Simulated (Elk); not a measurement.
## Elk run on CoSi₂ (Fm-3m, 3 atoms in the cell): self-consistent single point

Method: PBE, all-electron FP-LAPW, Elk's shipped species files, default APW+lo basis (Elk).

The input file:

```
tasks
  0

xctype
  20

rgkmax
  7.0

rmtscf
  0.9

stype
  3

swidth
  0.00499791

avec
    0.0000000000    5.1072531929    5.1072531929
    5.1072531929    0.0000000000    5.1072531929
    5.1072531929    5.1072531929    0.0000000000

atoms
  2   : nspecies
  'Co.in'   : spfname
  1   : natoms; atposl, bfcmt below
  0.0000000000  0.0000000000  0.0000000000    0.0 0.0 0.0
  'Si.in'   : spfname
  2   : natoms; atposl, bfcmt below
  0.7500000000  0.7500000000  0.7500000000    0.0 0.0 0.0
  0.2500000000  0.2500000000  0.2500000000    0.0 0.0 0.0

ngridk
  9 9 9
```

Log, with long lists cut:

```
│ Elk code version 10.2.4 │

All units are atomic (Hartree, Bohr, etc.)

│ Ground-state run starting from atomic densities │

Lattice vectors :
   0.000000000       5.107253193       5.107253193
   5.107253193       0.000000000       5.107253193
   5.107253193       5.107253193       0.000000000

Unit cell volume      :    266.4355439
Brillouin zone volume :   0.9309952037

Muffin-tin inner radius fraction :   0.1000000000E-01

Nuclei treated as point charges

Species :    1 (Co)
 parameters loaded from : Co.in
 name : cobalt
 nuclear charge    :   -27.00000000
 electronic charge :    27.00000000
 atomic mass :    107428.6517
 muffin-tin radius :    2.160000000
 number of radial points in muffin-tin :    497
 atomic positions (lattice), magnetic fields (Cartesian) :
   1 :   0.00000000  0.00000000  0.00000000    0.00000000  0.00000000  0.00000000

Species :    2 (Si)
 parameters loaded from : Si.in
 name : silicon
 nuclear charge    :   -14.00000000
 electronic charge :    14.00000000
 atomic mass :    51196.73454
 muffin-tin radius :    1.980000000
 number of radial points in muffin-tin :    397
 atomic positions (lattice), magnetic fields (Cartesian) :
   1 :  -0.25000000 -0.25000000 -0.25000000    0.00000000  0.00000000  0.00000000
   2 :   0.25000000  0.25000000  0.25000000    0.00000000  0.00000000  0.00000000

Total number of atoms per unit cell :    3

Spin treatment :
 spin-unpolarised

Number of Bravais lattice symmetries :   48
Number of crystal symmetries         :   48
Crystal has inversion symmetry
Real symmetric eigensolver will be used

k-point grid :      9     9     9
k-point offset :    0.000000000       0.000000000       0.000000000
k-point set is reduced with full crystal symmetry group
Total number of k-points :       35

Muffin-tin radius times maximum |G+k| :    7.000000000
 using average radius
Maximum |G+k| for APW functions       :    3.431372549
Maximum (1/2)|G+k|²                   :    5.887158785
Maximum |G| for potential and density :    12.00000000
 potential will be trimmed for |G| > 2 gkmax
Constant for pseudocharge density :    6
Radial integration step length :    4

G-vector grid sizes :     28    28    28
Number of G-vectors :     7799

Maximum angular momentum used for
 APW functions                      :    8
 outer part of muffin-tin           :    6
 inner part of muffin-tin           :    1

Total nuclear charge    :   -55.00000000
Total core charge       :    32.00000000
Total valence charge    :    23.00000000
Total excess charge     :    0.000000000
Total electronic charge :    55.00000000

Effective Wigner radius, rₛ :    1.049655907

Number of empty states         :   12
Total number of valence states :   24
Total number of core states    :   32

Total number of local-orbitals :   25

Exchange-correlation functional :     20     0     0
 Perdew-Burke-Ernzerhof, Phys. Rev. Lett. 77, 3865 (1996)
 gradient requirement :    1
 generalised gradient approximation (GGA)

Smearing type :    3
 Fermi-Dirac
Smearing width :   0.4997910000E-02
Effective electronic temperature (K) :    1578.215154

Mixing type :    3
 Broyden mixing, J. Phys. A: Math. Gen. 17, L317 (1984)

Kohn-Sham potential initialised from atomic data

│ Self-consistent loop started │
│ Loop number : 1 │
 total energy                :     -1990.08741881
│ Loop number : 2 │
 total energy                :     -1989.02674197
RMS change in Kohn-Sham potential (target) :   0.6759970984     (  0.1000000000E-05)
Absolute change in total energy (target)   :    1.060676835     (  0.1000000000E-03)
│ Loop number : 3 │
 total energy                :     -1989.85397874
RMS change in Kohn-Sham potential (target) :   0.6824060915     (  0.1000000000E-05)
Absolute change in total energy (target)   :   0.5620675587     (  0.1000000000E-03)
│ Loop number : 4 │
 total energy                :     -1987.86717329
RMS change in Kohn-Sham potential (target) :   0.5975991015     (  0.1000000000E-05)
Absolute change in total energy (target)   :    1.846288561     (  0.1000000000E-03)
│ Loop number : 5 │
 total energy                :     -1980.56872867
RMS change in Kohn-Sham potential (target) :   0.2855275489     (  0.1000000000E-05)
Absolute change in total energy (target)   :    7.760016759     (  0.1000000000E-03)
│ Loop number : 6 │
 total energy                :     -1976.06859039
RMS change in Kohn-Sham potential (target) :   0.9513865781E-01 (  0.1000000000E-05)
Absolute change in total energy (target)   :    6.440142466     (  0.1000000000E-03)
│ Loop number : 7 │
 total energy                :     -1973.88388942
RMS change in Kohn-Sham potential (target) :   0.4327139743E-02 (  0.1000000000E-05)
Absolute change in total energy (target)   :    3.794736586     (  0.1000000000E-03)
│ Loop number : 8 │
 total energy                :     -1973.84144487
RMS change in Kohn-Sham potential (target) :   0.3021337228E-02 (  0.1000000000E-05)
Absolute change in total energy (target)   :   0.9911287024     (  0.1000000000E-03)
│ Loop number : 9 │
 total energy                :     -1973.42888314
RMS change in Kohn-Sham potential (target) :   0.8295656798E-02 (  0.1000000000E-05)
Absolute change in total energy (target)   :   0.6603439058     (  0.1000000000E-03)
│ Loop number : 10 │
 total energy                :     -1973.71141110
RMS change in Kohn-Sham potential (target) :   0.7038569261E-03 (  0.1000000000E-05)
Absolute change in total energy (target)   :   0.1174419873     (  0.1000000000E-03)
│ Loop number : 11 │
 total energy                :     -1973.70205671
RMS change in Kohn-Sham potential (target) :   0.8669131358E-03 (  0.1000000000E-05)
Absolute change in total energy (target)   :   0.2000610789E-01 (  0.1000000000E-03)
│ Loop number : 12 │
 total energy                :     -1973.73021797
RMS change in Kohn-Sham potential (target) :   0.6127046733E-04 (  0.1000000000E-05)
Absolute change in total energy (target)   :   0.3316278696E-01 (  0.1000000000E-03)
│ Loop number : 13 │
 total energy                :     -1973.73119205
RMS change in Kohn-Sham potential (target) :   0.2566736536E-04 (  0.1000000000E-05)
Absolute change in total energy (target)   :   0.9264774585E-02 (  0.1000000000E-03)
│ Loop number : 14 │
 total energy                :     -1973.73221461
RMS change in Kohn-Sham potential (target) :   0.6274839109E-05 (  0.1000000000E-05)
Absolute change in total energy (target)   :   0.3338752623E-02 (  0.1000000000E-03)
│ Loop number : 15 │
 total energy                :     -1973.73212595
RMS change in Kohn-Sham potential (target) :   0.4260388789E-05 (  0.1000000000E-05)
Absolute change in total energy (target)   :   0.7460291781E-03 (  0.1000000000E-03)
│ Loop number : 16 │
 total energy                :     -1973.73198514
RMS change in Kohn-Sham potential (target) :   0.7022997360E-06 (  0.1000000000E-05)
Absolute change in total energy (target)   :   0.4569926568E-04 (  0.1000000000E-03)
Convergence targets achieved

│ Loop number : 17 │

Energies :
 Fermi                       :     0.339720688488
 sum of eigenvalues          :     -1116.09883952
 electron kinetic            :      1995.51695655
 core electron kinetic       :      1849.92957904
 Coulomb                     :     -3867.55958365
 Coulomb potential           :     -2979.96677004
 nuclear-nuclear             :     -275.615573851
 electron-nuclear            :     -4203.92124956
 Hartree                     :      611.977239759
 Madelung                    :     -2377.57619863
 xc potential                :     -131.649026034
 exchange                    :     -99.3029932506
 correlation                 :     -2.38373393054
 electron entropic           :    -0.261131512636E-02
 total energy                :     -1973.73196559

Density of states at Fermi energy :    31.02786951
 (states/Hartree/unit cell)

Estimated indirect band gap :   0.1031588010E-02
 from k-point      8 to k-point     14
Estimated direct band gap   :   0.2003840558E-01
 at k-point      8

Charges :
 core                        :    32.00000000
 valence                     :    23.00000000
 interstitial                :    5.643730856
 muffin-tins (core leakage)
  species :    1 (Co)
   atom    1                 :    26.02266027     (  0.1702066949E-02)
  species :    2 (Si)
   atom    1                 :    11.66680444     (  0.4026080930E-02)
   atom    2                 :    11.66680444     (  0.4026080930E-02)
 total in muffin-tins        :    49.35626914
 total calculated charge     :    54.98685505
 total charge                :    55.00000000
 error                       :   0.1314495379E-01

│ Self-consistent loop stopped │
```

The run converged in 17 iterations. The count includes the last loop, which Elk runs after its targets are met.

The starting cell comes from a database of computed structures (which also holds hypothetical and non-ambient phases and stackings), without a prior relaxation at this level. Its lattice was rescaled by a random factor within 2.5 % of one. Spin polarisation is off. Values depend on the basis (sphere radii, cutoffs, local orbitals), which need not be converged. The log's line on a gap gives a spacing of levels on this mesh, which the program prints for metals too.
